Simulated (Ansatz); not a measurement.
Partial pair distribution functions of a relaxed model of amorphous IGZO (In7Ga9Zn12O35), broadened by 0.06 Å; density 5.85 g/cm³. These are PBE, scalar-relativistic without spin-orbit coupling (plane waves to 420 eV, PAW; Ansatz, an electronic-structure program) values and carry that method's errors. The usual formal charges leave 2 electrons over, so the level spacing at the Fermi energy parts defect or band states and needn't be the band gap.

A CHGNet melt-quench gave the starting glass, which DFT then relaxed. O atoms were pushed apart under 1.9 Å during the dynamics, to hinder bonds among them. The hot cell started wider than the set density and was brought back towards it in steps. It is the lowest in DFT energy of 4 quenches. It is a model cell: composition and starting density were chosen by hand, and all elements were melted together. No dispersion term was used. Its density started from a set value of 5.85 and ended at 5.85 g/cm³. Cooling (nominally 260 K/ps over its main leg) ran many orders faster than in experiment, which tends to leave more defects and strain. A cell of this size samples the disorder only roughly. The volume was held where the preparation left it, at a PBE pressure of 4.1 GPa. Stress components on the final sampling reach 4.6 GPa. On a 2×2×2 Γ-centred mesh force components of up to 0.15 eV/Å stay, since the relaxation ran on the zone centre alone.

| r (Å) | g Zn-O | g In-O | g Ga-Ga | g Zn-Zn |
|---|---|---|---|---|
| 1.70 | 0.02 | 0.00 | 0.00 | 0.00 |
| 1.80 | 0.83 | 0.00 | 0.00 | 0.00 |
| 1.90 | 5.12 | 0.06 | 0.00 | 0.00 |
| 2.00 | 6.49 | 1.49 | 0.00 | 0.00 |
| 2.10 | 3.64 | 6.46 | 0.00 | 0.00 |
| 2.20 | 1.34 | 7.29 | 0.00 | 0.00 |
| 2.30 | 0.34 | 3.29 | 0.00 | 0.00 |
| 2.40 | 0.24 | 0.73 | 0.00 | 0.00 |
| 2.50 | 0.25 | 0.18 | 0.00 | 0.00 |
| 2.60 | 0.04 | 0.48 | 0.16 | 0.01 |
| 2.70 | 0.27 | 0.17 | 1.26 | 0.31 |
| 2.80 | 0.45 | 0.00 | 0.65 | 1.63 |
| 2.90 | 0.60 | 0.00 | 0.69 | 1.91 |
| 3.00 | 0.43 | 0.07 | 2.27 | 2.76 |
| 3.10 | 0.71 | 0.52 | 1.31 | 4.74 |
| 3.20 | 0.77 | 0.52 | 2.98 | 3.58 |
| 3.30 | 0.61 | 0.56 | 3.80 | 2.19 |
| 3.40 | 0.63 | 0.54 | 3.83 | 1.58 |
| 3.50 | 1.00 | 0.46 | 1.22 | 1.80 |
| 3.60 | 1.10 | 0.52 | 0.06 | 0.85 |
| 3.70 | 1.31 | 1.05 | 0.77 | 0.50 |
| 3.80 | 1.24 | 0.98 | 2.11 | 0.53 |
| 3.90 | 1.00 | 0.78 | 1.53 | 0.43 |
| 4.00 | 0.80 | 0.85 | 1.09 | 0.36 |
| 4.10 | 1.15 | 0.87 | 0.63 | 0.19 |
| 4.20 | 0.96 | 1.38 | 0.53 | 0.01 |
| 4.30 | 0.97 | 1.49 | 0.46 | 0.00 |
| 4.40 | 1.04 | 1.24 | 0.94 | 0.00 |
| 4.50 | 1.31 | 1.47 | 0.49 | 0.00 |
| 4.60 | 1.56 | 1.35 | 0.05 | 0.01 |

Within 2.56 Å each Zn has 4.17 O neighbours on average.
